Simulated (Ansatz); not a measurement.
## TiGe₂ (Fddd): band-structure transport figures

Here is the system:

```
TiGe2
1.0
    0.00000     4.26566     4.36801
    2.49358     0.00000     4.36801
    2.49358     4.26566     0.00000
Ti Ge
2 4
Direct
  0.75000   0.75000   0.75000
  0.50000   0.50000   0.50000
  0.08173   0.41827   0.08173
  0.41827   0.08173   0.41827
  0.16827   0.83173   0.16827
  0.83173   0.16827   0.83173
```

Calculation: PBEsol, rigid bands (plane waves, PAW, scalar-relativistic; Ansatz, an electronic-structure program). How the cell was made: cell and atoms relaxed with PBEsol.

```yaml
density of states at the Fermi level: 2.17 states/(eV·cell), both spins
bare Sommerfeld coefficient: 0.85 mJ/(mol of atoms·K²)
drude_plasma_energy: 5.0 (x), 4.9 (y), 4.7 (z) eV
root-mean-square Fermi velocity: 6.3e5 m/s
resistivity times τ: 19.3 (x), 20 (y), 22 (z) ×10⁻²² Ω·m·s
```

A metal at this level (no band gap); rigid bands, thermally averaged at 300 K, both spins. Spin-orbit coupling is left out. τ is one relaxation time for all states.

Formula and space group known from diffraction (Crystallography Open Database), not checked to be the room-temperature form: TiGe2 (Fddd).
